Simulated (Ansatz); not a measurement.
The reference is Mg₂Ge in the anti-fluorite structure (space group Fm-3m, No. 225).

```
CELL_PARAMETERS angstrom
      0.00000     3.14325     3.14325
      3.14325     0.00000     3.14325
      3.14325     3.14325     0.00000
ATOMIC_POSITIONS crystal
  Mg 0.25000 0.25000 0.25000
  Mg 0.75000 0.75000 0.75000
  Ge 0.00000 0.00000 0.00000
```

Cartesian axes are those of the cell as printed.

Method: plane-wave PAW DFT at the LDA level (Ansatz, an electronic-structure program, 420 eV), no spin-orbit coupling.

For the base:

- Valley order = X along ⟨100⟩ 0.10 eV; L along ⟨111⟩ 1.10 eV; Γ 1.16 eV
- Valence-band top at Γ = 0.00, 0.00, 0.00 eV
- Smallest direct gap = 1.16 eV

Modification: the cell is compressed by 0.50 % along z with no lateral relaxation; the atoms relax in the strained cell.

Problem. How does this affect the valley order, valence-band top at Γ and smallest direct gap?

Solution. The valley order (the lowest conduction-band minima on the path, energy above the VBM, named in the base's zone) becomes X along [001] 0.07 eV; X along [100] 0.09 eV; L along [1-11] 1.10 eV; Γ 1.17 eV (base: X along ⟨100⟩ 0.10 eV; L along ⟨111⟩ 1.10 eV; Γ 1.16 eV); the valence-band top at Γ (three highest levels, from the VBM) changes from 0.00, 0.00, 0.00 eV to 0.00, -0.02, -0.02 eV; the smallest direct gap increases by 0.01 eV (1.16 eV → 1.17 eV).

No phonon test of stability was made. The zero or small gap of Mg2Ge can change with the level of theory.
